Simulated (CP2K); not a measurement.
Predicting one run from its neighbours: the pressure against the volume, InAs (F-43m, 2 atoms in the cell)

```yaml
crystal:
  lattice:
    - [4.31839, 0.00000, 0.00000]
    - [2.15919, 3.73983, 0.00000]
    - [2.15919, 1.24661, 3.52595]
  atoms:
    - { symbol: In, position: [0.75000, 0.75000, 0.75000] }
    - { symbol: As, position: [0.00000, 0.00000, 0.00000] }
```

Method: PBE, GPW, DZVP-MOLOPT-SR-GTH basis, GTH-PBE potentials (GTH_POTENTIALS) (CP2K 2026.2).

Base settings: CUTOFF = 500 Ry; REL_CUTOFF = 50 Ry; SMEAR/METHOD = METHFESSEL_PAXTON; SIGMA = 0.05 eV; KPOINTS/SCHEME = MACDONALD 6 6 6 0.08333333333 0.08333333333 0.08333333333; XC_FUNCTIONAL = PBE; In/BASIS_SET = DZVP-MOLOPT-SR-GTH; In/POTENTIAL = GTH-PBE-q13; As/BASIS_SET = DZVP-MOLOPT-SR-GTH; As/POTENTIAL = GTH-PBE-q5.

The starting cell comes from a database of computed structures (which also holds hypothetical and non-ambient phases and stackings), without a prior relaxation at this level. Values carry the incompleteness of an atom-centred basis. The run gives no clean gap (levels at the Fermi energy touch, overlap or are partly filled at this smearing), which alone does not show that the compound is a metal.

Murnaghan's equation with B′ set to 4 (a common value, assumed and not fitted) makes the pressure a straight line in x = (V₁/V)⁴, here with V₁ = 28.472 Å³/atom: P = a + b·x. The rows are the cell shown with its lattice scaled (for instance lattice scaled by 0.97, lattice scaled by 0.985, lattice scaled by 1.015, lattice scaled by 1.03); fractional positions and shape were held.

| volume (Å³/atom) | (V₁/V)⁴ | pressure (GPa) |
|---|---|---|
| 31.112 | 0.7014 | -1.64 |
| 29.773 | 0.8363 | 0.33 |
| 28.472 | 1.0000 | 2.81 |
| 27.210 | 1.1988 | ? |
| 25.986 | 1.4412 | 9.54 |

Task: Fit the line to the 4 rows given and predict the withheld one.

Result: Means: x̄ = 0.99473, ȳ = 2.7600. Σ(x − x̄)(y − ȳ) = 4.703 and Σ(x − x̄)² = 0.3105, so b = 15.15 and a = ȳ − b·x̄ = -12.310; P = 0 at x₀ = −a/b = 0.8125, so V₀ = V₁·x₀^(−1/4) = 29.99 Å³/atom and B₀ = 4·b·x₀ = 49 GPa (for B′ = 4 and held positions). The largest residual of the fitted rows is 0.044. At x = 1.1988 the line gives 5.85 GPa. The run gave 5.89 GPa, a miss of 0.04 GPa. The rows were chosen because the form fits them, the withheld one included, so this shows the method and is no test of the form.

Left out of this page: 5 runs of the series outside the window shown, repeating another row's setting, or not comparable.
